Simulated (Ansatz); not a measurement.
The reference is HfO2 (space group P4_2/nmc, No. 137; a = 3.568 Å, c = 5.167 Å).

Modification: cell and atoms relaxed at a pressure of 15 GPa.

Levels (all Ansatz, a first-principles code, PAW, earlier PAW set): PBEsol (420 eV, no spin-orbit coupling); PBEsol+SOC (600 eV, spin-orbit coupling included).

The geometry is relaxed with PBEsol.

| Property | Value |
|---|---|
| PBEsol smallest direct gap | 4.66 eV |
| PBEsol lowest conduction level above the VBM at special points | Γ 4.42 eV; X 4.94 eV; M 5.04 eV; R 5.19 eV |
| PBEsol electron mass | 0.99 mₑ along c, 0.72 mₑ across (at Γ) |

### Question
What does PBEsol+SOC give at this geometry for the smallest direct gap, lowest conduction level above the VBM at special points and electron mass?

### Answer
The smallest direct gap drops by 0.03 eV to 4.63 eV; the lowest conduction level above the VBM at special points changes from Γ 4.42 eV; X 4.94 eV; M 5.04 eV; R 5.19 eV to Γ 4.42 eV; X 4.93 eV; M 5.04 eV; R 5.13 eV; the electron mass goes from 0.99 mₑ along c, 0.72 mₑ across (at Γ) to 1.00 mₑ along c, 0.73 mₑ across (at Γ).

Single points use the geometry relaxed with PBEsol. Their cutoffs differ, which shifts pressures a little. The spin-orbit shifts are approximate. With Hf present, leaving out spin-orbit coupling can change the band edges. Load acts through the strain it causes; cell and atoms are relaxed under it. Effective masses come from finite differences of ±0.01 Å⁻¹. Whether these cells are dynamically stable was not tested. Competing high-pressure phases were not computed. This is not the structure that HfO2 has at room temperature and ambient pressure.
